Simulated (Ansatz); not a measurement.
A hypothetical phase is included: elements placed on a structure type, which no database files for this compound.

Inside the gap of an insulator the Bloch states are evanescent, with a wavenumber k + iκ along the transport direction.

Input:

```
CELL_PARAMETERS angstrom
      4.02063     0.00000     0.00000
      0.00000    12.45424     0.00000
      0.00000     0.00000     4.01953
ATOMIC_POSITIONS crystal
  Cu 0.74998 0.75000 0.25000
  Cu 0.24998 0.75000 0.75000
  Cu 0.25002 0.25000 0.75000
  Cu 0.75002 0.25000 0.25000
  I  0.25001 0.11193 0.25000
  I  0.75001 0.38807 0.75000
  I  0.74999 0.88807 0.75000
  I  0.24999 0.61193 0.25000
```

The cell was relaxed by PBE-D3(BJ); by r2SCAN it stands under a pressure of 1.5 GPa.

Transport runs along the normal of the first two printed cell vectors.

The gap is the functional's own. No spin-orbit coupling. Mid-gap values are those at the computed energy nearest the middle.

Task: State the band gap and the smallest decay constant κ at mid-gap according to r2SCAN run with Ansatz (an electronic-structure program).

Result: Gap 2.03 eV on a 8×4×8 mesh; κ = 0.166 1/Å, at the zone centre.
